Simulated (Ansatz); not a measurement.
The starting structures come from a database of crystals and need not be the phases stable at ambient conditions.

By PBEsol, the system below comes out a metal.

Here is the system:

```xyz
4
Lattice="4.1685 0.0000 0.0000 0.0000 5.8952 0.0000 0.0000 2.9476 2.9476" Properties=species:S:1:pos:R:3 pbc="T T T"
Lu     0.0000     0.0000     0.0000
Al     2.0843     1.4738     1.4738
Al     2.0843     4.4214     1.4738
Al     0.0000     2.9476     0.0000
```

Space group of this cell: Pm-3m, Cu3Au type. The cell is taken as given; by PBEsol its mean pressure is -1.4 GPa.

The current flows along the normal of the first two printed cell vectors, the (110) plane of the conventional cell. No spin-orbit coupling; the value is a mean over 0.1 eV about the Fermi level.

Question: Predict the ballistic conductance per area from PBEsol (Ansatz, a quantum-chemistry and plane-wave program).

Answer: 0.61 × 10¹⁵ S/m² for both spins.
